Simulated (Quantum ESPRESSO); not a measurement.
## σxx against uniaxial strain in cubic perovskite BaHfO3 (space group 221): C11 (Quantum ESPRESSO, LDA)

```xyz
5
Lattice="4.0620 0.0000 0.0000 0.0000 4.1239 0.0000 0.0000 0.0000 4.1239" Properties=species:S:1:pos:R:3 pbc="T T T"
Ba     0.0000     0.0000     0.0000
Hf     2.0310     2.0619     2.0619
O      2.0310     0.0000     2.0619
O      0.0000     2.0619     2.0619
O      2.0310     2.0619     0.0000
```

Computed with LDA (PZ), GBRV 1.5 ultrasoft (LDA) pseudopotentials (plane waves; Quantum ESPRESSO). Settings: ecutwfc = 52 Ry; ecutrho = 416 Ry; occupations = smearing; smearing = fermi-dirac; degauss = 0.000734986 Ry; potentials = {Ba: ba_lda_v1.uspp.F.UPF, Hf: hf_lda_v1.uspp.F.UPF, O: o_lda_v1.2.uspp.F.UPF}; K_POINTS = automatic 10 10 10 0 0 0; conv_thr = 1e-10 Ry; mixing_beta = 0.3. The cell above is the first row's. The rows stretch one cube axis (x) by the strain ε and hold the other two. Stress is positive in tension. In all rows fractional positions and the k mesh are held.

| ε (%) | σxx (GPa) |
|---|---|
| -1.5 | -5.89 |
| -1.0 | -3.74 |
| -0.5 | -1.70 |
| 0.0 | 0.23 |
| 0.5 | 2.06 |
| 1.0 | 3.79 |
| 1.5 | 5.43 |
| 2.0 | ? |

Q: Fit σxx against ε with a parabola, and predict the withheld value at ε = 2.0.

A: Least squares gives σxx = 0.230 + 3.7700·ε - 0.2048·ε². Residuals (row less fit): -0.004, 0.005, 0.006, 0.000, -0.004, -0.005, 0.006; standard error 0.006 (degrees of freedom: 4). The slope at ε = 0, 3.7700 GPa per cent, gives C11 ≈ 100 × 3.7700 = 377 GPa, for the static lattice. At the withheld row, σxx = 0.230 + 3.7700 × 2.0 - 0.2048 × 2.0² = 6.951 GPa. The calculation gives 6.98 GPa, 0.029 GPa above the prediction (0.2 % of the range of σxx in the table). The row lies outside the fitted rows, so this is an extrapolation. From the scatter of the fitted rows alone, a prediction at this place has a standard error of 0.011 GPa, so the miss is 2.5 times that.

Carrying the step between the two nearest rows on in a straight line would have given 7.07, off by 0.09; series whose last step already gives the withheld value aren't shown. The reference cell has the volume at which an earlier scan in this program and functional put its minimum by a fit. The runs keep the symmetry of the cell, so they don't test it for distortions. The unstrained cell stands at a pressure of -0.23 GPa, and the constants belong to that pressure. By symmetry this strain leaves no force on the atoms; the largest in the rows is 0.000 eV/Å. Spin-orbit coupling is off. Cutoffs and mesh are single choices, not tested for convergence of this quantity. Series with a scatter that would blur these digits, or in which a gap closes, are not shown. Strain series were run only where this level's volume lies within 10 % of a first guess from the measured size.
